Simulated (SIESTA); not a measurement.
SIESTA run on NaCl (Fm-3m, 2 atoms in the cell): self-consistent single point.

Method of the run: LDA PW92, numerical atomic orbitals TZP, PseudoDojo LDA standard norm-conserving potentials (rewritten from UPF to PSML) (SIESTA).

```yaml
crystal:
  lattice:
    - [0.00000, 2.82000, 2.82000]
    - [2.82000, 0.00000, 2.82000]
    - [2.82000, 2.82000, 0.00000]
  atoms:
    - { symbol: Na, position: [0.00000, 0.00000, 0.00000] }
    - { symbol: Cl, position: [0.50000, 0.50000, 0.50000] }
```

Reference input (self-consistent single point, DFT, GGA PBE, numerical atomic orbitals TZP, PseudoDojo PBE standard norm-conserving potentials (rewritten from UPF to PSML)): XC.functional = GGA; XC.authors = PBE; potentials = PseudoDojo PBE standard; PAO.BasisSize = TZP; PAO.EnergyShift = 0.005 Ry; MeshCutoff = 350 Ry; kgrid.MonkhorstPack = 10 10 10; OccupationFunction = FD; ElectronicTemperature = 232.09 K; MaxSCFIterations = 150; SCF.Mixer.Method = Pulay; SCF.Mixer.Weight = 0.25. This run's input differs from it in these lines:

```diff
@@ -1,2 +1,2 @@
-# files in the folder: Na.psml Cl.psml (PseudoDojo PBE standard)
+# files in the folder: Na.psml Cl.psml (PseudoDojo LDA standard)
 SystemName  NaCl
@@ -22,4 +22,4 @@
 
-XC.functional                GGA
-XC.authors                   PBE
+XC.functional                LDA
+XC.authors                   PW92
 PAO.BasisSize                TZP
```

Output, abridged:

```
        iscf     Eharris(eV)        E_KS(eV)     FreeEng(eV)     dDmax    Ef(eV) dHmax(eV)
   scf:    1    -1691.661517    -1690.546493    -1690.546493  0.815184 -7.662187  2.641094
   scf:    2    -1690.654233    -1690.604644    -1690.604644  0.028653 -5.162367  1.730951
   scf:    3    -1690.642082    -1690.628380    -1690.628380  0.033978 -5.816663  0.487199
   scf:    4    -1690.630889    -1690.629834    -1690.629834  0.026851 -6.133901  0.015980
   scf:    5    -1690.629544    -1690.629729    -1690.629729  0.005537 -6.104936  0.055067
   scf:    6    -1690.629896    -1690.629840    -1690.629840  0.004994 -6.128139  0.000460
   scf:    7    -1690.629840    -1690.629840    -1690.629840  0.000031 -6.127423  0.001210
   scf:    8    -1690.629840    -1690.629840    -1690.629840  0.000053 -6.128191  0.000009
   scf:    9    -1690.629840    -1690.629840    -1690.629840  0.000001 -6.128200  0.000006
SCF Convergence by DM+H criterion
max |DM_out - DM_in|         :     0.0000006815
max |H_out - H_in|      (eV) :     0.0000057978
SCF cycle converged after 9 iterations

Using DM_out to compute the final energy and forces

siesta: E_KS(eV) =            -1690.6298

siesta: E_KS - E_eggbox =     -1690.6298

siesta: Atomic forces (eV/Ang):
     1   -0.000000    0.000000    0.000000
     2    0.000000   -0.000000    0.000000
   Tot   -0.000000    0.000000    0.000000
   Max    0.000000
   Res    0.000000    sqrt( Sum f_i^2 / 3N )
   Max    0.000000    constrained

Stress tensor Voigt[x,y,z,yz,xz,xy] (kbar):       23.49       23.49       23.49       -0.00       -0.00       -0.00
(Free)E + p*V (eV/cell)    -1691.2875
Target enthalpy (eV/cell)    -1690.6298

siesta: Program's energy decomposition (eV):
siesta: FreeEng =     -1690.629840

   [... lines left out ...]
siesta: Cell volume =         44.851536 Ang**3
siesta:         -23.49367374        -23.49367374  kBar
   [... lines left out ...]
               3Pdx2-y2
   2  7.166   1.526  -0.085   0.362   1.688   1.688   1.688  -0.179  -0.179
             -0.179   0.275   0.275   0.275   0.002   0.002   0.002   0.002

              0.002

mulliken: Qtot =       16.000

Mulliken Atomic Populations:
Atom #   charge [q] valence [e]  Species
     1     0.165918    8.834082  Na
     2    -0.165918    7.165918  Cl
 Total     0.000000
```

The run converged in 9 iterations. Against the reference run the pressure goes from 0.99 to -2.35 GPa and the gap on the mesh goes from 5.163 to 4.754 eV.

The starting cell has typed, rounded lattice constants, without a prior relaxation at this level. Values carry the incompleteness of an atom-centred basis.
